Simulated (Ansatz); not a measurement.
A computed series for SrO: response to strain

Base system: SrO in the rock salt structure (space group Fm-3m, No. 225; a = 5.195 Å).

Strains are applied to the cell and any free atomic positions relax.

All numbers come from PBE/PAW in Ansatz (a program for electronic structure), no SOC.

Candidates:
(a) isotropic strain +1.00 %
(b) isotropic strain −3.00 %
(c) isotropic strain −2.00 %
(d) isotropic strain −2.50 %
(e) isotropic strain +1.50 %

Notes on the quantities. energy relative to the base: free energy F.

Q: Order them by energy relative to the base, lowest first.

A: (a) isotropic strain +1.00 % (+4.0 meV/atom), (e) isotropic strain +1.50 % (+8.9 meV/atom), (c) isotropic strain −2.00 % (+18 meV/atom), (d) isotropic strain −2.50 % (+28 meV/atom), (b) isotropic strain −3.00 % (+42 meV/atom)

Whether these cells are dynamically stable was not tested.
